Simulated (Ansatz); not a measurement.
**Response to strain in CuI**

Consider CuI in the zinc blende structure (space group F-43m, No. 216; a = 6.0228 Å).

Strains are applied to the cell and any free atomic positions relax.

Level of theory: r2SCAN in Ansatz (plane waves to 500 eV, PAW, without spin-orbit coupling).

Notes on the quantities. energy relative to the base: free energy F.

```tsv
isotropic strain (%)	energy relative to the base (meV/atom)
0	0.0
0.5	?
1	3.2
1.5	7.1
2	12.4
2.5	18.9
3	26.7
```

Task: Fit ΔE = Aε² + Bε³ (ε in %) to the rows shown and predict the withheld row.

Result: Least squares on the printed values gives A = 3.34 and B = -0.13 meV/atom (largest residual 0.0 meV/atom); this predicts 0.8 meV/atom, and the run gives 0.8 meV/atom, in agreement.

Whether these cells are dynamically stable was not tested. The final runs are not spin-polarised.

Ansatz is a quantum-chemistry and plane-wave program.
